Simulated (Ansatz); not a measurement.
# Pressure series in MoSi2

Base system: MoSi$_{2}$ (space group I4/mmm, No. 139).

```
MoSi2
1.0
   -1.60846     1.60846     3.93652
    1.60846    -1.60846     3.93652
    1.60846     1.60846    -3.93652
Mo Si
1 2
Direct
  0.00000   0.00000   0.00000
  0.33511   0.33511   0.00000
  0.66489   0.66489   0.00000
```

Cell and atoms are relaxed at each pressure.

Levels (all Ansatz, a first-principles code, PAW): PBE (420 eV, no spin-orbit coupling); PBEsol (420 eV, no spin-orbit coupling).

The base cell above is that of PBE; each level relaxes its own structures.

```json
[
 {"case": "pressure −2 GPa", "volume per atom, PBE": "13.72 Å³", "volume per atom, PBEsol": "13.39 Å³"},
 {"case": "pressure −1 GPa", "volume per atom, PBE": "13.65 Å³", "volume per atom, PBEsol": "13.33 Å³"},
 {"case": "pressure 0.3 GPa", "volume per atom, PBE": "13.56 Å³", "volume per atom, PBEsol": "13.25 Å³"},
 {"case": "pressure 0.7 GPa", "volume per atom, PBE": "13.53 Å³", "volume per atom, PBEsol": "13.22 Å³"},
 {"case": "pressure 1.5 GPa", "volume per atom, PBE": "13.48 Å³", "volume per atom, PBEsol": "13.18 Å³"},
 {"case": "pressure 3 GPa", "volume per atom, PBE": "13.39 Å³", "volume per atom, PBEsol": "13.09 Å³"},
 {"case": "pressure 5 GPa", "volume per atom, PBE": "13.27 Å³", "volume per atom, PBEsol": "12.98 Å³"},
 {"case": "pressure 7.5 GPa", "volume per atom, PBE": "13.12 Å³", "volume per atom, PBEsol": "12.85 Å³"},
 {"case": "pressure 10 GPa", "volume per atom, PBE": "12.99 Å³", "volume per atom, PBEsol": "12.72 Å³"}
]
```

PBE lies above PBEsol in every row, by 0.27 Å³ to 0.33 Å³. They put the cases in the same order.

Load acts through the strain it causes; cell and atoms are relaxed under it. No phonon test of stability was made. No other phases were tried under pressure. All final runs are without spin polarisation.
